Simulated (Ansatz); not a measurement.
The reference is Ce in the fcc (Cu type) structure (space group Fm-3m, No. 225; a = 4.664 Å). Axes: x, y, z lie along the cube axes.

Calculations: r2SCAN (Ansatz, a program for electronic structure; PAW; 500 eV plane waves; no SOC).

Before the change:

The shortest interatomic distance is 3.298 Å.

Perturbation: a free-standing slab of 7 layers (7 atoms, 1 a layer) is cut normal to [111], with 15 Å of vacuum and the in-plane cell held at bulk.

Task: Predict the new change of the spacing d12 from its bulk value of 2.693 Å, shortest interatomic distance, change of the spacing d23 from its bulk value of 2.693 Å and excess energy per area of both faces.

Result: The change of the spacing d12 from its bulk value of 2.693 Å comes out as +0.9 %; the shortest interatomic distance falls by 0.007 Å, from 3.298 Å to 3.291 Å; the change of the spacing d23 from its bulk value of 2.693 Å comes out as -0.3 %; the excess energy per area of both faces (slab less bulk energy over the cell's area: twice a surface energy) amounts to 2.4 J/m² (uncertain by up to 0.1 J/m²).

The 4f electrons are in the valence with no U and their state was not checked, so volumes and moments can be off. The excess energy carries the mismatch between the slab's and the bulk's meshes. No phonon test of stability was made. Seeded moments were not kept for the base. The final runs are not spin-polarised.
